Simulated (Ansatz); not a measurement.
Subject: the energy of the reaction as written. Reaction: cell B → cell A. Negative: the products are lower in energy.

Cell A: a sheet of composition La, 1 atom, square cell of 3.24 Å (10.5 Å²), symmetry P4/mmm, 0.0 Å thick under 16 Å of vacuum, in-plane vectors relaxed; planes from bottom to top: La; a model cell; spin state with PBE: no moments, k-point mesh 18×18×1.
```xyz
1
Lattice="3.2413 0.0000 0.0000 0.0000 3.2413 0.0000 0.0000 0.0000 16.0000" Properties=species:S:1:pos:R:3 pbc="T T T"
La     0.0000     0.0000     8.0000
```

Cell B: a sheet of composition La, 1 atom, hexagonal cell of 3.42 Å (10.1 Å²), symmetry P6/mmm, 0.0 Å thick under 16 Å of vacuum, in-plane vectors relaxed; planes from bottom to top: La; a model cell; spin state with PBE: no moments, k-point mesh 24×24×1.
```
CELL_PARAMETERS angstrom
      3.41620     0.00000     0.00000
     -1.70810     2.95852     0.00000
      0.00000     0.00000    16.00000
ATOMIC_POSITIONS crystal
  La 0.00000 0.00000 0.50000
```

All numbers come from Ansatz (an electronic-structure program), plane waves with PAW, its PAW set soft_1, cutoff 420 eV. The structures are at rest with PBE. Neutral cells; Fermi-Dirac smearing of at most 0.10 eV in the solids, energies taken to zero width. A dispersion term (D3(BJ), or D4 for r2SCAN) was computed beside these levels and is taken off wherever the name lacks it. Nuclei at rest; no vibrational terms. Spin-orbit coupling is left out. The cells' k-point meshes differ in density, so the last digit is unsettled. Cell A has symmetry P4/mmm and got no random move, so less symmetric positions, which may lie lower, weren't tried. Cell B has symmetry P6/mmm and got no random move, so less symmetric positions, which may lie lower, weren't tried.

What is the computed value (PBE)?

0.27 eV, for cell B → cell A.
